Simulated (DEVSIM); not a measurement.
Structure: Schottky contact on p-type GaP, at 300 K.

Layer 1 from the left is GaP, thickness (μm) 20.0, Na (cm⁻³) 1.1e15, τn (s) 1e-7, τp (s) 1e-7. Layer 2 from the left is GaP, thickness (μm) 3.30, Na (cm⁻³) 5.1e17, τn (s) 1e-7, τp (s) 1e-7.

Left contact: Schottky, work function 5.06 eV, emission velocity 1.8e6 cm/s. Right contact: ohmic. Voltage is applied to the left contact. Recombination: SRH at mid-gap, radiative, Auger. Mobility is constant in doping.

Constants are typed, rounded textbook-type inputs, not results; the design itself was drawn at random and stands for no fabricated device. Values at 300 K.

GaP: gap (eV) 2.26, affinity (eV) 3.8, permittivity 11.1, Nc (cm⁻³) 1.8e19, Nv (cm⁻³) 1.9e19, μn (cm²/Vs) 250, μp (cm²/Vs) 150, B (cm³/s) 1e-13, Cn (cm⁶/s) 1e-30, Cp (cm⁶/s) 1e-30.

Model (solved in DEVSIM): 1D drift-diffusion, Boltzmann statistics, complete ionisation; no tunnelling, impact ionisation, image-force lowering or self-heating. Metal contacts follow the ideal Schottky-Mott rule: no Fermi-level pinning, no interface dipoles.

### Question
What does the simulation give for the dark forward voltage at 1 A/cm², the potential step across the device at zero bias?

### Answer
dark forward voltage at 1 A/cm² 0.707 V; potential step across the device at zero bias 0.906 V.
